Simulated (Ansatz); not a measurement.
Consider ZnS in the zinc blende structure (space group F-43m, No. 216).

```
ZnS
1.0
    0.00000     2.69456     2.69456
    2.69456     0.00000     2.69456
    2.69456     2.69456     0.00000
S Zn
1 1
Cartesian
  4.04183   4.04183   4.04183
  0.00000   0.00000   0.00000
```

Cartesian axes are those of the cell as printed.

Method: r2SCAN (Ansatz, a first-principles code; PAW; 500 eV plane waves; without spin-orbit coupling).

Before the change:

The band gap is 2.70 eV.

Now apply this change: a free-standing slab of 7 layers (14 atoms, 2 a layer) is cut normal to [110], with 15 Å of vacuum and the in-plane cell held at bulk.

Problem. How does this affect the excess energy per area of both faces and band gap?

Solution. The excess energy per area of both faces (slab less bulk energy over the cell's area: twice a surface energy) is 1.10 J/m²; the band gap grows by 0.18 eV, from 2.70 eV to 2.88 eV.

Slab and bulk use different k-meshes, which limits the precision of the excess energy. Whether these cells are dynamically stable was not tested.
